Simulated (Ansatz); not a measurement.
Base system: CrI$_{3}$ in the BiI3 type structure (space group R-3, No. 148; ferromagnetic; layered, stacked along the Cartesian z axis).

```yaml
crystal:
  lattice:
    - [3.40909, 1.96824, 6.49258]
    - [-3.40909, 1.96824, 6.49258]
    - [0.00000, -3.93648, 6.49258]
  atoms:
    - { symbol: Cr, position: [0.33385, 0.33385, 0.33385] }
    - { symbol: Cr, position: [0.66615, 0.66615, 0.66615] }
    - { symbol: I, position: [0.07827, 0.73185, 0.42930] }
    - { symbol: I, position: [0.42930, 0.07827, 0.73185] }
    - { symbol: I, position: [0.73185, 0.42930, 0.07827] }
    - { symbol: I, position: [0.92173, 0.26815, 0.57070] }
    - { symbol: I, position: [0.57070, 0.92173, 0.26815] }
    - { symbol: I, position: [0.26815, 0.57070, 0.92173] }
```

Cartesian axes are those of the cell as printed.

Level of theory: PBE-D3(BJ) (Ansatz, a first-principles code, PAW, scalar-relativistic without spin-orbit coupling).

For the base:

```
Quantity               Result
--------------  -------------
Magnetic state  ferromagnetic
```

Perturbation: the cell is stretched by 1.88 % along x with no lateral relaxation, atoms relaxed at fixed cell.

### Question
How does this affect the stress and magnetic state?

### Answer
The stress (xx, yy, zz, yz, xz, xy; compression positive) amounts to (-0.9, -0.2, -0.1, 0.0, 0.0, 0.0) GPa; the magnetic state stays ferromagnetic.

The magnetic state is the one reached from the starting moments; the real material's order can differ, and small cells can't hold many antiferromagnetic ones. The cells carry an imposed strain or load. Whether these cells are dynamically stable was not tested.
